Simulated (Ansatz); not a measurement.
## Zinc-blende SrO (model structure)

Level of theory: LDA (Ansatz, a first-principles code, plane waves, PAW).

Settings: plane-wave cutoff 500 eV, 12×12×12 k mesh, Fermi–Dirac smearing 0.05 eV, scalar-relativistic PAW data made under PBE.

Cell (relaxed at this level):

```
SrO
1.0
    0.00000     2.73782     2.73782
    2.73782     0.00000     2.73782
    2.73782     2.73782     0.00000
Sr O
1 1
Direct
  0.00000   0.00000   0.00000
  0.25000   0.25000   0.25000
```

```yaml
band_gap: 2.43 eV (on the SCF k mesh)
```

Note: the relaxation could raise the start's symmetry but not lower it, so the cell can be a saddle point.

Spin–orbit coupling is not included.

Static lattice: no zero-point or thermal effects.

A model structure was made by putting elements into a prototype or built by hand; it is no filed structure, need not be a known phase, and can be a saddle point held by its symmetry.
